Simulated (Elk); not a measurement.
**A self-consistent single point of Nb3Au (Pm-3n, 8 atoms in the cell) with Elk**

Computed with PBEsol, all-electron FP-LAPW, Elk's shipped species files, default APW+lo basis run with Elk 10.2.4.

The input file:

```
tasks
  0

xctype
  22

swidth
  0.00183747

maxscl
  100

avec
   10.0031140626    0.0000000000    0.0000000000
    0.0000000000   10.0031140626    0.0000000000
    0.0000000000    0.0000000000   10.0031140626

sppath
  'species/'

atoms
  2
  'Nb.in'
  6
  0.5000000000  0.2500000000  0.0000000000    0.0 0.0 0.0
  0.5000000000  0.7500000000  0.0000000000    0.0 0.0 0.0
  0.2500000000  0.0000000000  0.5000000000    0.0 0.0 0.0
  0.7500000000  0.0000000000  0.5000000000    0.0 0.0 0.0
  0.0000000000  0.5000000000  0.2500000000    0.0 0.0 0.0
  0.0000000000  0.5000000000  0.7500000000    0.0 0.0 0.0
  'Au.in'
  2
  0.5000000000  0.5000000000  0.5000000000    0.0 0.0 0.0
  0.0000000000  0.0000000000  0.0000000000    0.0 0.0 0.0

ngridk
  5 5 5
```

Log, with long lists cut:

```
│ Elk code version 10.2.4 │

All units are atomic (Hartree, Bohr, etc.)

│ Ground-state run starting from atomic densities │

Lattice vectors :
   10.00311406       0.000000000       0.000000000
   0.000000000       10.00311406       0.000000000
   0.000000000       0.000000000       10.00311406

Unit cell volume      :    1000.934510
Brillouin zone volume :   0.2478186245

Muffin-tin inner radius fraction :   0.1000000000E-01

Nuclei treated as point charges

Species :    1 (Nb)
 parameters loaded from : Nb.in
 name : niobium
 nuclear charge    :   -41.00000000
 electronic charge :    41.00000000
 atomic mass :    169357.9703
 muffin-tin radius :    2.475778516
 number of radial points in muffin-tin :    597
 atomic positions (lattice), magnetic fields (Cartesian) :
   1 :   0.00000000 -0.25000000  0.50000000    0.00000000  0.00000000  0.00000000
   2 :   0.00000000  0.25000000  0.50000000    0.00000000  0.00000000  0.00000000
   3 :  -0.25000000  0.50000000  0.00000000    0.00000000  0.00000000  0.00000000
   4 :   0.25000000  0.50000000  0.00000000    0.00000000  0.00000000  0.00000000
   5 :   0.50000000  0.00000000 -0.25000000    0.00000000  0.00000000  0.00000000
   6 :   0.50000000  0.00000000  0.25000000    0.00000000  0.00000000  0.00000000

Species :    2 (Au)
 parameters loaded from : Au.in
 name : gold
 nuclear charge    :   -79.00000000
 electronic charge :    79.00000000
 atomic mass :    359048.0559
 muffin-tin radius :    2.800000000
 number of radial points in muffin-tin :    697
 atomic positions (lattice), magnetic fields (Cartesian) :
   1 :   0.00000000  0.00000000  0.00000000    0.00000000  0.00000000  0.00000000
   2 :   0.50000000  0.50000000  0.50000000    0.00000000  0.00000000  0.00000000

Total number of atoms per unit cell :    8

Spin treatment :
 spin-unpolarised

Number of Bravais lattice symmetries :   48
Number of crystal symmetries         :   48
   [... lines left out ...]
Maximum |G| for potential and density :    12.00000000
 potential will be trimmed for |G| > 2 gkmax
Constant for pseudocharge density :    8
Radial integration step length :    4

G-vector grid sizes :     40    40    40
Number of G-vectors :    29039

Maximum angular momentum used for
 APW functions                      :    8
 outer part of muffin-tin           :    6
 inner part of muffin-tin           :    1

Total nuclear charge    :   -404.0000000
Total core charge       :    264.0000000
Total valence charge    :    140.0000000
Total excess charge     :    0.000000000
Total electronic charge :    404.0000000

Effective Wigner radius, rₛ :   0.8394185510

Number of empty states         :   32
Total number of valence states :  102
Total number of core states    :  264

Total number of local-orbitals :  170

Exchange-correlation functional :     22     0     0
 PBEsol, Phys. Rev. Lett. 100, 136406 (2008)
 gradient requirement :    1
 generalised gradient approximation (GGA)

Smearing type :    3
 Fermi-Dirac
Smearing width :   0.1837470000E-02
Effective electronic temperature (K) :    580.2271348

Mixing type :    3
 Broyden mixing, J. Phys. A: Math. Gen. 17, L317 (1984)

Kohn-Sham potential initialised from atomic data
│ Self-consistent loop started │
│ Loop number : 1 │
 total energy                :     -60918.1662815
│ Loop number : 2 │
 total energy                :     -60922.8340324
RMS change in Kohn-Sham potential (target) :   0.3410278704     (  0.1000000000E-05)
Absolute change in total energy (target)   :    4.667750956     (  0.1000000000E-03)
│ Loop number : 3 │
 total energy                :     -60938.4348153
RMS change in Kohn-Sham potential (target) :   0.2905508078     (  0.1000000000E-05)
Absolute change in total energy (target)   :    16.76772061     (  0.1000000000E-03)
│ Loop number : 4 │
 total energy                :     -60955.0273273
RMS change in Kohn-Sham potential (target) :   0.2252539666     (  0.1000000000E-05)
Absolute change in total energy (target)   :    20.78444213     (  0.1000000000E-03)
│ Loop number : 5 │
 total energy                :     -60967.2332929
RMS change in Kohn-Sham potential (target) :   0.1647563226     (  0.1000000000E-05)
Absolute change in total energy (target)   :    17.40207617     (  0.1000000000E-03)
   [... lines left out ...]
Absolute change in total energy (target)   :   0.1251532303E-01 (  0.1000000000E-03)
│ Loop number : 14 │
 total energy                :     -60995.9705362
RMS change in Kohn-Sham potential (target) :   0.8882715126E-06 (  0.1000000000E-05)
Absolute change in total energy (target)   :   0.3134520928E-02 (  0.1000000000E-03)
│ Loop number : 15 │
 total energy                :     -60995.9704040
RMS change in Kohn-Sham potential (target) :   0.4280997368E-06 (  0.1000000000E-05)
Absolute change in total energy (target)   :   0.9158278262E-03 (  0.1000000000E-03)
│ Loop number : 16 │
 total energy                :     -60995.9704515
RMS change in Kohn-Sham potential (target) :   0.2803118896E-06 (  0.1000000000E-05)
Absolute change in total energy (target)   :   0.1814673597E-03 (  0.1000000000E-03)
│ Loop number : 17 │
 total energy                :     -60995.9704714
RMS change in Kohn-Sham potential (target) :   0.1579905291E-06 (  0.1000000000E-05)
Absolute change in total energy (target)   :   0.2550538920E-04 (  0.1000000000E-03)
Convergence targets achieved

│ Loop number : 18 │

Energies :
 Fermi                       :     0.370747219282
 sum of eigenvalues          :     -37012.7848320
 electron kinetic            :      67466.6551617
 core electron kinetic       :      65208.8057464
 Coulomb                     :     -127040.325804
 Coulomb potential           :     -102608.979492
 nuclear-nuclear             :     -4928.12173224
 electron-nuclear            :     -141615.428652
 Hartree                     :      19503.2245799
 Madelung                    :     -75735.8360582
 xc potential                :     -1870.46050160
 exchange                    :     -1397.11867724
 correlation                 :     -25.1761217365
 electron entropic           :    -0.504905105571E-02
 total energy                :     -60995.9704906

Density of states at Fermi energy :    489.2690857
 (states/Hartree/unit cell)

Estimated indirect band gap :   0.2878927318E-03
 from k-point      6 to k-point      9
Estimated direct band gap   :   0.1110551441E-02
 at k-point      6

Charges :
 core                        :    264.0000000
 valence                     :    140.0000000
 interstitial                :    13.79524639
 muffin-tins (core leakage)
  species :    1 (Nb)
   atom    1                 :    38.83485358     (  0.2374474512E-05)
   atom    2                 :    38.83485358     (  0.2374474512E-05)
   atom    3                 :    38.83485358     (  0.2374474512E-05)
   atom    4                 :    38.83485358     (  0.2374474512E-05)
   atom    5                 :    38.83485358     (  0.2374474512E-05)
   atom    6                 :    38.83485358     (  0.2374474512E-05)
  species :    2 (Au)
   atom    1                 :    78.59781607     (  0.9730136634E-04)
   atom    2                 :    78.59781607     (  0.9730136634E-04)
 total in muffin-tins        :    390.2047536
 total calculated charge     :    404.0111914
 total charge                :    404.0000000
 error                       :   0.1119140933E-01

│ Self-consistent loop stopped │
```

The run converged in 18 iterations. The count includes the last loop, which Elk runs after its targets are met.

The starting cell comes from a database of computed structures (which also holds hypothetical and non-ambient phases and stackings), without a prior relaxation at this level. Its lattice was rescaled by a random factor within 2.5 % of one. Spin-orbit coupling is off. Spin polarisation is off. Values depend on the basis (sphere radii, cutoffs, local orbitals), which need not be converged. The log's line on a gap gives a spacing of levels on this mesh, which the program prints for metals too.

Cost on one core of a shared machine: roughly 70 s.
